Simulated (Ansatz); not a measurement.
Ansatz (a program for electronic structure) run on Sr (P-3m1, 2 atoms in the cell): self-consistent single point.

Method of the run: LDA (PW92), default PAW files made with PBE (plane waves; Ansatz).

The change in words: lattice scaled by 0.98; basis.ecutrho_ratio: default → 6. Reference geometry:
```xyz
2
Lattice="4.2883 0.0000 0.0000 -2.1441 3.7138 0.0000 0.0000 0.0000 7.0234" Properties=species:S:1:pos:R:3 pbc="T T T"
Sr     0.0000     2.4758     1.8059
Sr     2.1442     1.2379     5.2676
```

Reference input (self-consistent single point, DFT, LDA (PW92), plane waves, default PAW files made with PBE): basis.ecutwfc = 420 eV; kpoints.mp_grid.grid = 9 9 5; hamiltonian.xc = lda; hamiltonian.pseudopotentials = {kind: paw} (the program's default PAW files); scf.occupations.method = gaussian; scf.occupations.width = 0.1 eV. This run's input differs from it in these lines:

Ansatz 0.2 input:
```diff
@@ -2,5 +2,5 @@
   lattice:
-    - [4.288296, 0.000000, 0.000000]
-    - [-2.144148, 3.713773, 0.000000]
-    - [0.000000, 0.000000, 7.023426]
+    - [4.202530, 0.000000, 0.000000]
+    - [-2.101265, 3.639498, 0.000000]
+    - [0.000000, 0.000000, 6.882957]
   atoms:
@@ -10,2 +10,3 @@
   ecutwfc: 420.0
+  ecutrho_ratio: 6
 kpoints:
```

The program printed (abridged):

```
SCF iter   1: F=—  HF=-6888.599857 eV  |F-HF|=—  |Δ(HF+E_count)|=         —  Δρ=3.63e-3  dr2=8.09e-3  ethr=1.77e-3  ⟨swp⟩=8.7  Hψ=5206  notcnv=0
all-band conjugate gradients solve this SCF's bands
preconditioner: auto → Kerker (q_TF=auto, 2.069 Å⁻¹)
SCF iter   2: F=—  HF=-6888.599260 eV  |F-HF|=—  |Δ(HF+E_count)|=   5.98e-4  Δρ=1.93e-3  dr2=3.44e-3  ethr=4.04e-5  ⟨swp⟩=2.2  Hψ=1429  notcnv=0
SCF iter   3: F=—  HF=-6888.599022 eV  |F-HF|=—  |Δ(HF+E_count)|=   2.38e-4  Δρ=3.17e-4  dr2=2.02e-4  ethr=1.72e-5  ⟨swp⟩=1.3  Hψ=804  notcnv=0
SCF iter   4: F=—  HF=-6888.598997 eV  |F-HF|=—  |Δ(HF+E_count)|=   2.52e-5  Δρ=9.59e-5  dr2=8.94e-6  ethr=1.01e-6  ⟨swp⟩=2.3  Hψ=1152  notcnv=0
SCF iter   5: F=—  HF=-6888.598995 eV  |F-HF|=—  |Δ(HF+E_count)|=   1.31e-6  Δρ=4.33e-5  dr2=1.52e-6  ethr=4.47e-8  ⟨swp⟩=1.2  Hψ=758  notcnv=0
SCF iter   6: F=-6888.598995 eV  HF=-6888.598995 eV  |F-HF|=7.08e-9  |Δ(HF+E_count)|=   2.19e-7  Δρ=4.38e-6  dr2=2.30e-8  ethr=5.00e-10  ⟨swp⟩=5.6  Hψ=4401  notcnv=0
SCF 1 converged in 6 iterations: F = -6888.598995 eV  dr2 = 2.30e-8
Free energy (F): -6888.598995 eV
Internal energy: -6888.584960 eV  (E = F + TS)
E sigma→0 (E₀):  -6888.591978 eV
Entropy (-TS):   -0.014035 eV (-7.017 meV/atom)
Fermi energy:    5.188188 eV
--- Forces (eV/Å), atoms counted from 1 ---
  atom   1  Sr     0.00000000     0.00000000    -0.06161957
  atom   2  Sr    -0.00000000    -0.00000000     0.06161957
--- Stress (GPa, compression-positive) ---
       -0.838205      -0.000000      -0.000000
       -0.000000      -0.838205      -0.000000
       -0.000000      -0.000000      -0.910726
  P = ⅓ Tr σ = -0.8624 GPa (-8.624 kbar)
  The stress holds the Pulay correction. Without it, at fixed plane waves, as pw.x and ABINIT print it: P = -0.8643 GPa
```

The run converged in 6 iterations. Against the reference run the free energy falls by 23.7 meV/atom, the pressure goes from -1.42 to -0.86 GPa and the largest force goes from 0.051 to 0.062 eV/Å.

The starting cell comes from a database of computed structures (which also holds hypothetical and non-ambient phases and stackings), without a prior relaxation at this level. Its lattice was rescaled by up to half a per cent. One atom was moved a little off its site on purpose. For this run, on top of that: lattice scaled by 0.98. Ansatz's pressure includes its estimate of the finite-basis (Pulay) stress.
